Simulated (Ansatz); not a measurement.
Reference: GaP (F-43m), PBEsol with spin-orbit coupling, rigid bands (plane waves, PAW; Ansatz, a program for electronic structure); axes and stresses refer to this cell.

```xyz
2
Lattice="0.0000 2.7194 2.7194 2.7194 0.0000 2.7194 2.7194 2.7194 0.0000" Properties=species:S:1:pos:R:3 pbc="T T T"
Ga     0.0000     0.0000     0.0000
P      1.3597     1.3597     1.3597
```

The Seebeck coefficient, n-type 1e19 cm⁻³ comes out as -332 μV/K, the Seebeck coefficient, p-type 1e19 cm⁻³ is 318 μV/K and the hole conductivity mass is 0.48 mₑ.

After one change the values are Seebeck coefficient, n-type 1e19 cm⁻³ -295 μV/K; Seebeck coefficient, p-type 1e19 cm⁻³ 282 μV/K; hole conductivity mass 0.40 mₑ. Which change was made?
(A) functional PBE, cell relaxed with it
(B) uniaxial stress zz = -2 GPa (compression positive)
(C) hydrostatic pressure 2 GPa

B, uniaxial stress zz = -2 GPa (compression positive)

Masses are for dilute carriers at 300 K, harmonic means over directions unless an axis is named. Seebeck coefficients are for the stated density at 300 K, with one relaxation time for all states and whether or not that doping can be reached. Stresses and pressures are the targets of the relaxation.  The structure type is held under load, also where the real crystal would transform.
